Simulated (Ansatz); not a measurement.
## A computed series for GaN: response to strain

Take GaN in the zinc blende structure (space group F-43m, No. 216) as the base.

```xyz
2
Lattice="0.0000 2.2490 2.2490 2.2490 0.0000 2.2490 2.2490 2.2490 0.0000" Properties=species:S:1:pos:R:3 pbc="T T T"
Ga     0.0000     0.0000     0.0000
N      1.1245     1.1245     1.1245
```

Cartesian axes are those of the cell as printed.

Strains are applied to the cell and any free atomic positions relax; under biaxial strain the out-of-plane vector relaxes too.

Computed with Kohn–Sham DFT with the r2SCAN functional, run in Ansatz (a program for electronic structure) with PAW and 500 eV plane waves, no spin-orbit coupling.

Notes on the quantities. pressure: mean of the normal stresses, compression positive; energy relative to the base: free energy F.

```tsv
variant	pressure	ratio −ε⊥/ε∥	energy relative to the base
base	0.00 GPa	–	0 meV/atom
biaxial strain +0.50 %, plane normal [001], relaxed out of plane	(withheld)	–	(withheld)
biaxial strain +1.00 %, plane normal [001], relaxed out of plane	-1.76 GPa	1.09	+1.9 meV/atom
biaxial strain +1.50 %, plane normal [001], relaxed out of plane	-2.59 GPa	1.10	+4.2 meV/atom
biaxial strain +2.00 %, plane normal [001], relaxed out of plane	-3.40 GPa	1.10	+7.4 meV/atom
biaxial strain +2.50 %, plane normal [001], relaxed out of plane	-4.18 GPa	1.11	+11 meV/atom
biaxial strain +3.00 %, plane normal [001], relaxed out of plane	-4.92 GPa	1.12	+16 meV/atom
```

Q: What belongs in the blanks?

A: 
- biaxial strain +0.50 %, plane normal [001], relaxed out of plane, pressure: -0.90 GPa
- biaxial strain +0.50 %, plane normal [001], relaxed out of plane, energy relative to the base: +0.5 meV/atom

No phonon test of stability was made. This is not the structure that GaN has at room temperature and ambient pressure.
